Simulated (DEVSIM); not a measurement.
System: Co/HfO2/n-Si capacitor, at 300 K.

```csv
layer (left to right),material,thickness (nm),Nd (cm⁻³)
1,HfO2,16.0,-
2,Si,1100,2.5e17
```

Metal gate on the left, work function 5 eV. Fixed charge at the semiconductor interface 0 cm⁻² (in units of +e); no interface traps.

The device is made up for the run: typed textbook-type constants, with dimensions and the other settings drawn at random. Values at 300 K.

| parameter | HfO2 | Si |
|---|---|---|
| gap (eV) | 5.7 | 1.124 |
| affinity (eV) | 2.5 | 4.05 |
| permittivity | 22 | 11.7 |
| Nc (cm⁻³) | - | 2.86e19 |
| Nv (cm⁻³) | - | 3.1e19 |

DEVSIM, 1D Poisson equation in equilibrium, Boltzmann statistics, complete ionisation; no quantum confinement or tunnelling. Metal contacts follow the ideal Schottky-Mott rule: no Fermi-level pinning, no interface dipoles.

The gate work function was swept, all else fixed.

```json
[
 {"gate work function (eV)": "4.7", "threshold voltage (band bending 2φF) (V)": "-0.57", "flat-band voltage (V)": "0.53"},
 {"gate work function (eV)": "4.85", "threshold voltage (band bending 2φF) (V)": "-0.42", "flat-band voltage (V)": "0.68"},
 {"gate work function (eV)": "5", "threshold voltage (band bending 2φF) (V)": "-0.27", "flat-band voltage (V)": "0.83"},
 {"gate work function (eV)": "5.15", "threshold voltage (band bending 2φF) (V)": "-0.12", "flat-band voltage (V)": "0.98"},
 {"gate work function (eV)": "5.3", "threshold voltage (band bending 2φF) (V)": "0.03", "flat-band voltage (V)": "1.13"}
]
```

From the first row to the last the threshold voltage (band bending 2φF) goes from -0.57 to 0.03. From the first row to the last the flat-band voltage goes from 0.53 to 1.13.
